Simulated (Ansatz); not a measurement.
This Ansatz (a first-principles code) input is the reference run, HgS in the zinc blende structure (space group F-43m, No. 216), computed with PBEsol, PAW, 420 eV (Ansatz; spin-orbit coupling left out):

Ansatz 0.2 input:
```yaml
crystal:
  lattice:
    - [0, 2.9379305023, 2.9379305023]
    - [2.9379305023, 0, 2.9379305023]
    - [2.9379305023, 2.9379305023, 0]
  atoms:
    - { symbol: Hg, position: [0, 0, 0] }
    - { symbol: S, position: [0.25, 0.25, 0.25] }
basis: { ecutwfc: 420, ecutrho_ratio: 4, xc_grid: 2, fft_grid_basis: typed }
kpoints: { mp_grid: { grid: [10, 10, 10] } }
hamiltonian:
  xc: pbesol
  dispersion: none
  pseudopotentials: { kind: paw }
scf: { occupations: { method: fermi_dirac, width: 0.05 }, convergence: { dr2_threshold: 0.0000000002 } }
output: { forces: true, stress: true }
checkpoint: { write: state.ck, write_every: 1000 }
```

Write the input for this change: tensile biaxial strain of 0.50 % in the plane normal to [001], as in epitaxy on a mismatched substrate; the out-of-plane cell vector and the atoms relax.


Ansatz 0.2 input:
```yaml
crystal:
  lattice:
    - [4.1756354675, 0, 0]
    - [0, 4.1756354675, 0]
    - [2.0878177337, -2.0878177337, 2.930585676]
  atoms:
    - { symbol: Hg, position: [0, 0, 0] }
    - { symbol: S, position: [0.75, 0.75, 0.5] }
basis: { ecutwfc: 420, ecutrho_ratio: 4, xc_grid: 2, fft_grid_basis: typed }
kpoints: { mp_grid: { grid: [10, 10, 10] } }
hamiltonian:
  xc: pbesol
  dispersion: none
  pseudopotentials: { kind: paw }
scf: { occupations: { method: fermi_dirac, width: 0.05 } }
relax: { f_tol: 0.005, max_steps: 50, cell: { stress_tol: 0.01, fix: [a, b, gamma] } }
output: { forces: true, stress: true }
checkpoint: { write: state.ck, write_every: 1000 }
```
This is the input that was run; other choices of cell and start would serve too.

Stability against distortions was not tested. All final runs are without spin polarisation.
